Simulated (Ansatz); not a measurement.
(AlP)4/(GaP)5 zinc blende (111) superlattice on AlP, space group P3m1.

The geometry comes from a PBE relaxation.

```xyz
18
Lattice="3.8949 0.0000 0.0000 -1.9475 3.3731 0.0000 0.0000 0.0000 28.6087" Properties=species:S:1:pos:R:3 pbc="T T T"
Al     0.0000     0.0000    -0.0019
P      0.0000     0.0000     2.3840
Al     0.0000     2.2487     3.1789
P      0.0000     2.2487     5.5639
Al     1.9475     1.1244     6.3585
P      1.9475     1.1244     8.7437
Al     0.0000     0.0000     9.5354
P      0.0000     0.0000    11.9174
Ga     0.0000     2.2487    12.7168
P      0.0000     2.2487    15.1002
Ga     1.9475     1.1244    15.8931
P      1.9475     1.1244    18.2775
Ga     0.0000     0.0000    19.0713
P      0.0000     0.0000    21.4557
Ga     0.0000     2.2487    22.2496
P      0.0000     2.2487    24.6336
Ga     1.9475     1.1244    25.4299
P      1.9475     1.1244    27.8184
```

These are HSE06 with spin-orbit coupling (plane waves to 420 eV, PAW; Ansatz, a first-principles code) values and carry that method's errors.  Its k-point mesh 6×6×1, Fermi–Dirac width 0.01 eV. HSE06 ran on meshes of its own (6×6×1); its edges and gaps are taken over the mesh and over extra points off it, mostly where PBE has its edges.

### Question
List the levels next to the gap at (0.500, 0.000, 0.000) of this cell's own (folded) zone, from the top of the valence band (the table ends after a fixed count of bands, which can cut a degenerate set).

### Answer
```
band  E − E_v (eV)
----  ------------
v8          -1.486
v7          -1.486
v6          -1.362
v5          -1.362
v4          -1.298
v3          -1.298
v2          -1.192
v1          -1.192
c1           2.035
c2           2.035
c3           2.468
c4           2.468
c5           2.569
c6           2.569
c7           2.665
c8           2.665
```
